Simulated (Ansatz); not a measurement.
Worked example: self-consistent single point of ZrSeS (P3m1, 3 atoms in the cell) in Ansatz (a program for electronic structure)

Computed with LDA (PW92), default PAW files made with PBE (plane waves; Ansatz).

The input file:

Ansatz 0.2 input:
```yaml
crystal:
  lattice:
    - [3.76127000, 0.00000000, 0.00000000]
    - [-1.88063500, 3.25735600, 0.00000000]
    - [0.00000000, 0.00000000, 6.25352400]
  atoms:
    - { symbol: Zr, position: [0.00000000, 0.00000000, 0.02050500] }
    - { symbol: Se, position: [0.66666700, 0.33333300, 0.75338000] }
    - { symbol: S, position: [0.33333300, 0.66666700, 0.23411000] }
basis:
  ecutwfc: 420.0
kpoints:
  mp_grid: { grid: [8, 8, 4] }
hamiltonian:
  xc: lda
  pseudopotentials: { kind: paw }
scf:
  occupations: { method: fermi_dirac, width: 0.02 }
output:
  forces: true
  eigenvalues: true
  stress: true
```

Output (repeated stretches shortened):

```
WARN the atoms were moved onto the symmetric positions of the space group found under crystal.symmetry.tolerance 1.0e-5 (fractional …
WARN ansatz: RAYON_NUM_THREADS=1 ignored (pool sized by the plan → 1); use --threads N
Pseudopotentials: kind: paw
Pseudopotential: Zr, paw, valence charge 12
Pseudopotential: Se, paw, valence charge 16
Pseudopotential: S, paw, valence charge 6
Crystal: 3 atoms, lattice volume = 76.617 Å³
Basis set: ecut = 420 eV, 1521 PW (Γ)
Bands: 21, of which v1, the nominal top of the filled ones, is band 17 counted from 1 (16 counted from 0)
Symmetry: 6 space group operations
Space group: P3m1 (ITA 156), of the structure as read, at distance tolerance 4.2e-5 Å
k-points: 35 of 256 (time reversal used)
PAW frozen core: Zr, regenerated for the run's functional, and the local potential with it
PAW frozen core: Se, regenerated for the run's functional, and the local potential with it
PAW frozen core: S, regenerated for the run's functional, and the local potential with it
Initial density: superposition of atomic densities (neutral atoms: chi_scale 0, normalization atom), corrected by the library's trained network
Initial wavefunctions: pseudopotential atomic-orbital guess
Eigensolver: davidson
Functional: x = slater, c = lda
SCF iter   1: F=—  HF=-10334.536414 eV  |F-HF|=—  |Δ(HF+E_count)|=         —  Δρ=5.85e-3  dr2=3.41e-2  ethr=1.77e-3  ⟨swp⟩=6.1  Hψ=3276  notcnv=0
all-band conjugate gradients solve this SCF's bands
preconditioner: auto → Resta (q_TF=auto, 2.383 Å⁻¹)
SCF iter   2: F=—  HF=-10334.530078 eV  |F-HF|=—  |Δ(HF+E_count)|=   6.34e-3  Δρ=2.79e-3  dr2=3.38e-3  ethr=1.00e-4  ⟨swp⟩=2.1  Hψ=1221  notcnv=0
SCF iter   3: F=—  HF=-10334.529548 eV  |F-HF|=—  |Δ(HF+E_count)|=   5.30e-4  Δρ=1.08e-3  dr2=6.38e-4  ethr=9.95e-6  ⟨swp⟩=1.6  Hψ=768  notcnv=0
SCF iter   4: F=—  HF=-10334.529491 eV  |F-HF|=—  |Δ(HF+E_count)|=   5.70e-5  Δρ=1.91e-4  dr2=5.09e-5  ethr=1.88e-6  ⟨swp⟩=2.8  Hψ=1168  notcnv=0
SCF iter   5: F=—  HF=-10334.529492 eV  |F-HF|=—  |Δ(HF+E_count)|=   9.16e-7  Δρ=7.12e-5  dr2=7.58e-6  ethr=1.50e-7  ⟨swp⟩=2.0  Hψ=1295  notcnv=0
SCF iter   6: F=—  HF=-10334.529492 eV  |F-HF|=—  |Δ(HF+E_count)|=   6.93e-9  Δρ=2.56e-5  dr2=8.32e-7  ethr=2.23e-8  ⟨swp⟩=2.0  Hψ=1295  notcnv=0
SCF iter   7: F=-10334.529492 eV  HF=-10334.529492 eV  |F-HF|=1.39e-8  |Δ(HF+E_count)|=   2.54e-7  Δρ=7.21e-6  dr2=6.47e-8  ethr=2.94e-10  ⟨swp⟩=4.7  Hψ=2623  notcnv=0
SCF 1 converged in 7 iterations: F = -10334.529492 eV  dr2 = 6.47e-8
SCF converged after 7 iterations
Free energy (F): -10334.529492 eV
Harris-Foulkes:  -10334.529492 eV  (|F-HF|=1.39e-8)
Internal energy: -10334.529492 eV  (E = F + TS)
E sigma→0 (E₀):  -10334.529492 eV
Entropy (-TS):   -0.000000 eV (-0.000 meV/atom)
Fermi energy:    7.391387 eV
--- Per-component energies (eV) ---
  E_band       = -566.824091
  E_kinetic    = 557.694217
  E_local      = -4011.217771  (includes V_loc(G=0)·N_el)
  E_nonlocal   = -477.697268
  E_hartree    = 1807.720361
  E_xc         = -360.194982
  E_vxc        = -376.621621  (∫ρ·V_xc dr)
  E_paw        = -5244.101254  (= ΣΔE_a)
  E_vpaw       = 125.570803  (= ΣTr[D̂ρ^β])
  E_aug_tail   = -0.000585  (compensation charges beyond the density's cutoff)
  E_ewald      = -2609.473169
  E_core_change = 2.740961  (= ΣΔE_core)
  E_smearing   = -0.000000  (= −TS)
  E_closure    = 0.000000  (closes the sum)
  Σ components = -10334.529492   (vs F -10334.529492, Δ=0.00e0)
--- Forces (eV/Å), atoms counted from 1 ---
  atom   1  Zr     0.00000000     0.00000000    -0.52701487
  atom   2  Se     0.00000000     0.00000000     0.65862943
  atom   3  S      0.00000000     0.00000000    -0.13162777
  max |Σ_I F_I| component: 1.32e-5 eV/Å
--- Stress (GPa, compression-positive) ---
       -5.429055       0.000000       0.000000
        0.000000      -5.429055      -0.000000
        0.000000       0.000000      -4.152511
  P = ⅓ Tr σ = -5.0035 GPa (-50.035 kbar)
  The stress holds the Pulay correction. Without it, at fixed plane waves, as pw.x and ABINIT print it: P = -5.0254 GPa
--- Band table (eV; the first three rows and the last of 35) ---
  k-point 0: bands = ["-42.1490", "-39.6560", "-39.6560", "-39.6489", "-39.6489", "-39.6442", "-20.2354", "-20.1298", "-20.1298", "-5.8654", "-4.6326", "2.5682", "4.0519", "4.0519", "6.7749", "7.1198", "7.1198", "8.2002", "8.2002", "8.9564", "11.5929"]
  k-point 1: bands = ["-42.1490", "-39.6560", "-39.6560", "-39.6489", "-39.6489", "-39.6442", "-20.2356", "-20.1298", "-20.1298", "-5.7859", "-4.7549", "2.9135", "4.0629", "4.0629", "6.0034", "7.0692", "7.0692", "8.1900", "8.1900", "9.1455", "11.7307"]
  k-point 2: bands = ["-42.1490", "-39.6560", "-39.6560", "-39.6489", "-39.6489", "-39.6442", "-20.2357", "-20.1298", "-20.1298", "-5.6845", "-4.8978", "3.4195", "4.0740", "4.0740", "5.1976", "7.0201", "7.0201", "8.1796", "8.1796", "9.2309", "11.8757"]
  k-point 34: bands = ["-42.1346", "-39.6556", "-39.6549", "-39.6490", "-39.6486", "-39.6438", "-20.2983", "-20.2397", "-20.1847", "-4.8571", "-4.5399", "3.0398", "3.5059", "4.0156", "4.8039", "5.1063", "5.4023", "8.6349", "9.3733", "9.6120", "11.5716"]
```

The run converged in 7 iterations.

The starting cell comes from a database of computed structures (which also holds hypothetical and non-ambient phases and stackings), without a prior relaxation at this level. Its lattice was rescaled by up to half a per cent. One atom was moved a little off its site on purpose. With a pressure of about -5 GPa the cell is away from its equilibrium volume at this level. Ansatz's pressure includes its estimate of the finite-basis (Pulay) stress.
